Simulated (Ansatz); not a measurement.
**Free zigzag chain of Nb atoms**

All values below come from PBE (plane waves to 420 eV, PAW; Ansatz, a program for electronic structure). Mesh 1×1×76. Collinear spin, started with parallel moments, which vanish. It repeats along c; a and b span vacuum. A hypothetical model. It keeps the symmetry and period of its start, so it need not be a minimum against all distortions. Pairing along the axis, which can open a gap, is among the distortions not tried. Values not marked SOC lack spin–orbit coupling.

| Quantity | Value |
|---|---|
| period along the axis (2 atoms) | 2.809 Å |
| PBE gap | none (under 0.01 eV) |
| crossings of the Fermi level between Γ and the zone edge (49 points) | 3, each for both spins (ideal conductance 3 × 2e²/h) |

```
CELL_PARAMETERS angstrom
     12.50000     0.00000     0.00000
      0.00000    11.00000     0.00000
      0.00000     0.00000     2.80910
ATOMIC_POSITIONS crystal
  Nb 0.42131 0.50000 0.00000
  Nb 0.57869 0.50000 0.50000
```
